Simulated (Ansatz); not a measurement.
For Ta (Im-3m), PBEsol, DFPT electron-phonon coupling, linearised Boltzmann equation in Ansatz (a first-principles code) gives a transport coupling λ_tr = 0.907 and a Drude plasma energy ħω_p = 9.08 eV.

Problem. Estimate the resistivity at 300 K from the high-temperature formula ρ = 2π λ_tr k_B T / (ħ ε₀ ω_p²), and say how the full Boltzmann solution compares.

Solution. The scattering rate is 1/τ = 2π λ_tr k_B T/ħ = 2.24e14 s⁻¹ and ω_p = 1.38e16 s⁻¹, so ρ ≈ 13.3 μΩ·cm. The Boltzmann solution gives 12.6 μΩ·cm, 0.95 times the estimate.

A metal at this level (no band gap). Only scattering by harmonic phonons is included (no impurities, grain boundaries, electron-electron scattering or thermal expansion). Spin-orbit coupling is left out, which matters with elements this heavy. The self-energy correction of the phonons between q points moved λ by about 2 %. The run warned that the eigensolver left some states short of its tolerance. Halving the electron mesh (28x28x28) moves the resistivity by up to 2 % at 300 K, the coupling by up to 1 %. Smearing 0.20 eV; phonons on a 6x6x6 q mesh, which this run doesn't test.
